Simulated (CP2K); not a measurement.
## CP2K run on CuI (F-43m, 2 atoms in the cell): self-consistent single point

Method of the run: PBE, GPW, DZVP-MOLOPT-SR-GTH basis, GTH-PBE potentials (GTH_POTENTIALS) (CP2K).

The input file:

```
&GLOBAL
  PROJECT scf
  RUN_TYPE ENERGY_FORCE
  PRINT_LEVEL LOW
&END GLOBAL
&FORCE_EVAL
  METHOD Quickstep
  STRESS_TENSOR ANALYTICAL
  &DFT
    BASIS_SET_FILE_NAME BASIS_MOLOPT
    POTENTIAL_FILE_NAME GTH_POTENTIALS
    &QS
      METHOD GPW
      EPS_DEFAULT 1E-10
    &END QS
    &MGRID
      CUTOFF 600
      REL_CUTOFF 60
      NGRIDS 5
    &END MGRID
    &SCF
      SCF_GUESS ATOMIC
      EPS_SCF 1E-7
      MAX_SCF 100
      ADDED_MOS 4
      &DIAGONALIZATION
        ALGORITHM STANDARD
      &END DIAGONALIZATION
      &MIXING
        METHOD BROYDEN_MIXING
        ALPHA 0.4
        NBUFFER 10
        BETA 1
      &END MIXING
      &SMEAR ON
        METHOD FERMI_DIRAC
        ELECTRONIC_TEMPERATURE [K] 116.05
      &END SMEAR
    &END SCF
    &KPOINTS
      SCHEME MONKHORST-PACK 5 5 5
    &END KPOINTS
    &XC
      &XC_FUNCTIONAL PBE
      &END XC_FUNCTIONAL
    &END XC
    &PRINT
      &MO
        EIGENVALUES T
        OCCUPATION_NUMBERS T
        NDIGITS 8
        FILENAME mo
        &EACH
          QS_SCF 0
        &END EACH
        ADD_LAST NUMERIC
      &END MO
      &MULLIKEN OFF
      &END MULLIKEN
    &END PRINT
  &END DFT
  &SUBSYS
    &CELL
      ABC 4.27799600 4.27799582 4.27799589
      ALPHA_BETA_GAMMA 59.99999964 59.99999916 59.99999857
      PERIODIC XYZ
    &END CELL
    &COORD
      Cu       0.00000000     0.00000000     0.00000000
      I        2.13899800     1.23495100     0.87324225
    &END COORD
    &KIND Cu
      BASIS_SET DZVP-MOLOPT-SR-GTH-q11
      POTENTIAL GTH-PBE-q11
    &END KIND
    &KIND I
      BASIS_SET DZVP-MOLOPT-SR-GTH-q7
      POTENTIAL GTH-PBE-q7
    &END KIND
  &END SUBSYS
  &PRINT
    &FORCES ON
    &END FORCES
    &STRESS_TENSOR ON
    &END STRESS_TENSOR
  &END PRINT
&END FORCE_EVAL
```

Output, abridged:

```
 GLOBAL| Method name                                                        CP2K
 GLOBAL| Project name                                                        scf
 GLOBAL| Run type                                                   ENERGY_FORCE

 TOTAL NUMBERS AND MAXIMUM NUMBERS

  Total number of            - Atomic kinds:                                   2
                             - Atoms:                                          2
                             - Shell sets:                                     2
                             - Shells:                                        12
                             - Primitive Cartesian functions:                 11
                             - Cartesian basis functions:                     44
                             - Spherical basis functions:                     38

  Maximum angular momentum of- Orbital basis functions:                        3
                             - Local part of the GTH pseudopotential:          0
                             - Non-local part of the GTH pseudopotential:      4

 SCF PARAMETERS         Density guess:                                    ATOMIC
                        max_scf:                                             100
                        max_diis:                                              4
                        eps_scf:                                        1.00E-07
                        eps_diis:                                       1.00E-01
                        eps_eigval:                                     1.00E-05
                        level_shift [a.u.]:                             0.000000
                        added MOs                                         4    0
                        Mixing method:                            BROYDEN_MIXING
                                                charge density mixing in g-space
                        Smear method:                                FERMI_DIRAC
                        Electronic temperature [K]:                        116.0
                        Electronic temperature [a.u.]:                  3.68E-04
                        Accuracy threshold:                             1.00E-10
                        No outer SCF

 Extrapolation method: initial_guess

 Number of electrons:                                                         18
 Number of occupied orbitals:                                                  9
 Number of molecular orbitals:                                                13

 Number of orbital functions:                                                 38
 Number of independent orbital functions:                                     38

 SCF WAVEFUNCTION OPTIMIZATION

  Step     Update method      Time    Convergence         Total energy    Change
     1 NoMix/Diag. 0.40E+00      -     0.58520572       -59.6667708030 -5.97E+01
     2 Broy./Diag. 0.40E+00      -     0.08853457       -60.1211053273 -4.54E-01
     3 Broy./Diag. 0.40E+00      -     0.01221351       -59.5472940426  5.74E-01
     4 Broy./Diag. 0.40E+00      -     0.00254992       -59.6020858621 -5.48E-02
     5 Broy./Diag. 0.40E+00      -     0.00232343       -59.6109109954 -8.83E-03
     6 Broy./Diag. 0.40E+00      -     0.00041134       -59.5971662353  1.37E-02
     7 Broy./Diag. 0.40E+00      -     0.00027942       -59.6008035623 -3.64E-03
     8 Broy./Diag. 0.40E+00      -     0.00011762       -59.6034351554 -2.63E-03
     9 Broy./Diag. 0.40E+00      -     0.00001083       -59.6034538954 -1.87E-05
    10 Broy./Diag. 0.40E+00      -     0.00000523       -59.6034346535  1.92E-05
    11 Broy./Diag. 0.40E+00      -     0.00000066       -59.6034477207 -1.31E-05
    12 Broy./Diag. 0.40E+00      -     0.00000094       -59.6034457854  1.94E-06
    13 Broy./Diag. 0.40E+00      -     0.00000009       -59.6034423769  3.41E-06

  *** SCF run converged in    13 steps ***

  Electronic density on regular grids:        -17.9999999840        0.0000000160
  Core density on regular grids:               17.9999999971       -0.0000000029
  Total charge density on r-space grids:        0.0000000131
  Total charge density g-space grids:           0.0000000131

  Overlap energy of the core charge distribution:               0.00000000844225
  Self energy of the core charge distribution:                -89.08606749651483
  Core Hamiltonian energy:                                     26.91139598389688
  Hartree energy:                                              12.65188669688477
  Exchange-correlation energy:                                -10.08065756961589
  Electronic entropic energy:                                  -0.00000000000000
  Fermi energy:                                                 0.16388378457991

  Total energy:                                               -59.60344237690683
  Total energy (extrapolated to T->0):                        -59.60344237690683

 ENERGY| Total FORCE_EVAL ( QS ) energy [hartree]            -59.603441735765237

 FORCES| Atomic forces [hartree/bohr]
 FORCES|   Atom     x               y               z               |f|
 FORCES|      1 -2.77046294E-08 -1.12633845E-08 -1.16649965E-08   3.21011287E-08
 FORCES|      2  3.26180552E-08  1.40983166E-08  1.36707297E-08   3.80734672E-08
 FORCES| Sum     4.91342572E-09  2.83493210E-09  2.00573319E-09
 FORCES| Total atomic force                                       6.01677305E-09

 STRESS| Analytical stress tensor [bar]
 STRESS|                        x                   y                   z
 STRESS|      x        2.18989135658E+04   2.14135060269E+00   1.51423212425E+00
 STRESS|      y        2.14135060269E+00   2.18964771232E+04   8.65054915975E-01
 STRESS|      z        1.51423212425E+00   8.65054915975E-01   2.18958385453E+04
 STRESS| 1/3 Trace                                             2.18970764114E+04
```

The run converged in 13 iterations.

The starting cell has typed, rounded lattice constants, without a prior relaxation at this level. Values carry the incompleteness of an atom-centred basis.

Cost on one core of a shared machine: roughly 30 s.
